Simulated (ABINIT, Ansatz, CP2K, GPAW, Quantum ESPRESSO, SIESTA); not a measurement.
## TiPt3 (Pm-3m, 4 atoms in the cell) computed with different codes at matched settings

Self-consistent single point.

```
TiPt3
1.0
    3.87390     0.00000     0.00000
    0.00000     3.87390     0.00000
    0.00000     0.00000     3.87390
Ti Pt
1 3
Direct
  0.00000   0.00000   0.00000
  0.50000   0.50000   0.00000
  0.00000   0.50000   0.50000
  0.50000   0.00000   0.50000
```

All programs got the same cell, k-point mesh and kind of occupations (in Ansatz's words: kpoints.mp_grid.grid = 7 7 7; scf.occupations.method = gaussian; scf.occupations.width = 0.272 eV); potentials, basis and cutoffs are each program's usual ones.

```tsv
code	model	pressure (GPa)	k-points	cutoff
SIESTA	GGA PBE, numerical atomic orbitals DZP, PseudoDojo PBE standard norm-conserving potentials (rewritten from UPF to PSML)	11.67	172	grid 400 Ry
GPAW	PBE, GPAW PAW datasets PBE (gpaw-data 1.0.1)	15.34	20	800 eV
Quantum ESPRESSO	PBE, SSSP 1.1.2 efficiency (PBE) pseudopotentials	14.90	20	50 Ry
CP2K	PBE, GPW, DZVP-MOLOPT-SR-GTH basis, GTH-PBE potentials (GTH_POTENTIALS)	15.67	172	grid 600 Ry
Ansatz	PBE, default PAW files	15.38	20	default
ABINIT	PBE, norm-conserving pseudopotentials (PseudoDojo nc-sr-05 PBE standard)	15.01	20	42 Ha
```

The spread over the programs that give each value: pressure within 4.00 GPa.

The starting cell comes from a database of computed structures (which also holds hypothetical and non-ambient phases and stackings), without a prior relaxation at this level. Its lattice was rescaled by a random factor within 2.5 % of one. On Ansatz's run: Spin-orbit coupling is off. Spin polarisation is off. In the base run, with a pressure of about 15 GPa the cell is away from its equilibrium volume at this level.

Problem. Why do the programs differ, and what cannot be compared?

Solution. Differences of this kind can come from the potentials, where these differ, and from what each basis and cutoff leave unconverged. The valence holds different numbers of electrons (SIESTA 66, GPAW 60, Quantum ESPRESSO 60, CP2K 66, Ansatz (an electronic-structure program) 66, ABINIT 66). The zero of total energies and Fermi levels follows the potentials and each program's conventions, so they are not compared here. SIESTA and CP2K use small atom-centred bases, whose incompleteness enters pressures, forces and empty levels differently from a plane-wave cutoff. Ansatz's pressure is given at a fixed set of plane waves, as the other plane-wave codes print theirs; with its correction for the finite basis it is 15.46 GPa. The programs reduce the same mesh by symmetry to different extents, which changes the work and not the result. In the pressure, SIESTA (by 3.51) lies more than 1 GPa from the median of the plane-wave programs.

Left out of this page: Elk and FLEUR (not drawn, or without a comparable value).

Keys are those of Ansatz 0.2.
